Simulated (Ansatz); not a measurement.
## Ca₂Si (Fm-3m, No. 225, 3 atoms in the cell; start mp-1009733)

All values below come from PBE0 (Ansatz, an electronic-structure program, PAW).

Run with plane-wave cutoff 460 eV, 6×6×6 k mesh, Fermi–Dirac smearing 0.01 eV, scalar-relativistic PAW data made under PBE.

Cell (relaxed with PBEsol):

Ca$_{2}$Si is taken in the cubic space group Fm-3m (No. 225), Pearson symbol cF12. Lattice parameters: a = b = c = 7.092 Å, α = β = γ = 90.00°. Ca on 8c is coordinated by 4 Si at 3.071 Å (tetrahedral). Si on 4a is coordinated by 8 Ca at 3.071 Å (cubic). (Neighbours: up to the widest gap in distance over summed covalent radii, below 1.35, at either atom; cation-cation and far metal-metal contacts left out.)
(The calculation used a cell of 3 atoms; values per cell refer to that cell.)

```
Quantity                                                                     Result
-------------------------------------------  --------------------------------------
band gap                                     1.62 eV (on the SCF k mesh) (indirect)
smallest direct gap on the k points sampled                                 1.65 eV
Γ–Γ gap                                                                     3.43 eV
```

Note: cell and atoms aren't relaxed at this level (pressure 1.3 GPa).

The computed numbers hold no vibrational or temperature effects.

The result took around 2.8 core-minutes (rough).

A start named mp-… is a Materials Project structure, which need not be a measured phase.
